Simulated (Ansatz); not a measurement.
# A constructed model of the (110) surface of bcc V, a layer of Sn in place of the second plane (bottom of the slab: a bare face, its two planes held)

All values below come from PBE (plane waves to 420 eV, PAW; Ansatz, a quantum-chemistry and plane-wave program).

Slab: 6 atoms, 10.4 Å thick at the start (thin: gaps and levels are the slab's own); k 15x15x1, smearing 0.1 eV, dipole-corrected; 2 atoms held, the rest relaxed; held to the start's symmetry, so lower structures may exist; no spin, no spin-orbit, no U. It is one candidate, not shown to be the stable structure of the face.

```
Item                                                 Value
-----------------------------  ---------------------------
work function of the top face                      5.26 eV
energy released by relaxation                      0.71 eV
cost                           very roughly 5 core-minutes
```
